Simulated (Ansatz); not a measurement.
**CdSe: response to strain**

The reference is CdSe in the zinc blende structure (space group F-43m, No. 216; a = 6.1332 Å). Axes: x, y, z lie along the cube axes.

Strains are applied to the cell and any free atomic positions relax.

Method: Ansatz (a first-principles code) r2SCAN, no spin-orbit coupling.

Notes on the quantities. energy relative to the base: free energy F.

| variant | shortest interatomic distance | energy relative to the base | electron mass |
|---|---|---|---|
| base | 2.656 Å | 0 meV/atom | 0.093 mₑ (at Γ) |
| uniaxial strain ε_zz = −3.00 % | 2.629 Å | +5.2 meV/atom | 0.096 mₑ (at Γ) |
| uniaxial strain ε_zz = −2.50 % | 2.634 Å | +3.6 meV/atom | 0.096 mₑ (at Γ) |
| uniaxial strain ε_zz = −2.00 % | 2.638 Å | +2.3 meV/atom | 0.095 mₑ (at Γ) |
| uniaxial strain ε_zz = −1.50 % | 2.643 Å | +1.3 meV/atom | 0.095 mₑ (at Γ) |
| uniaxial strain ε_zz = −1.00 % | 2.647 Å | +0.6 meV/atom | 0.094 mₑ (at Γ) |
| uniaxial strain ε_zz = −0.50 % | 2.651 Å | +0.2 meV/atom | 0.094 mₑ (at Γ) |

The levels and masses belong to the bands next to the band gap. Effective masses come from finite differences of ±0.01 Å⁻¹. Stability against distortions was not tested.
